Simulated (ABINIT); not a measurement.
Band structure of Mo (Im-3m, 1 atom in the cell).

```xyz
1
Lattice="-1.5750 1.5750 1.5750 1.5750 -1.5750 1.5750 1.5750 1.5750 -1.5750" Properties=species:S:1:pos:R:3 pbc="T T T"
Mo     0.0000     0.0000     0.0000
```

Method: PBE, PAW (JTH v2.0 PBE PAW) (plane waves; ABINIT).

Settings: pseudos = [Mo.GGA_PBE-JTH.xml]; ecut = 20 Ha; pawecutdg = 40 Ha; pawxcdev = 0; occopt = 7; tsmear = 0.05 eV; ngkpt = 10 10 10; nshiftk = 1; shiftk = 0 0 0; potentials = JTH v2.0 PBE PAW; kptopt = 1; nstep = 50; tolvrs1 = 1e-11.

The starting cell has typed, rounded lattice constants, without a prior relaxation at this level. Spin polarisation is off.

Levels in eV from the Fermi level, bands 4 to 11:
```csv
point,4,5,6,7,8,9,10,11
Γ,-34.65,-7.37,-1.47,-1.47,-1.47,1.55,1.55,14.85
H,-35.62,-5.55,-5.55,3.88,3.88,3.88,8.96,8.96
N,-34.67,-5.44,-3.51,1.48,1.58,2.21,4.65,11.52
P,-35.36,-2.74,-2.74,-2.74,2.34,2.34,9.48,11.47
```

Bands cross the Fermi level along this path, so the cell is metallic at this level.
